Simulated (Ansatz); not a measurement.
A constructed model of the (000-1) surface of wurtzite CdSe (in the relaxation 3 Cd–Se bonds formed), Se-terminated, 2x2 Cd adatom at T4 (bottom of the slab: 2 H on 4 bottom sites)

These are PBE (plane waves to 420 eV, PAW; Ansatz, a quantum-chemistry and plane-wave program) values and carry that method's errors.

Set-up: 35 atoms, 15.5 Å thick at the start with caps and adatoms; mesh 3x3x1; 0.025 eV smearing; dipole correction on; 8 atoms held, the rest relaxed; start symmetry kept, larger cells not searched; no spin, no spin-orbit, no U. It is one candidate, not shown to be the stable structure of the face.

```
Property                                                                         Result
-----------------------------------------------  --------------------------------------
gap of the slab on its k-mesh                                                   0.69 eV
highest filled level below the top vacuum level                                 5.08 eV
energy released by relaxation                                                   2.28 eV
cost                                             about 60 core-minutes (a rough figure)
```
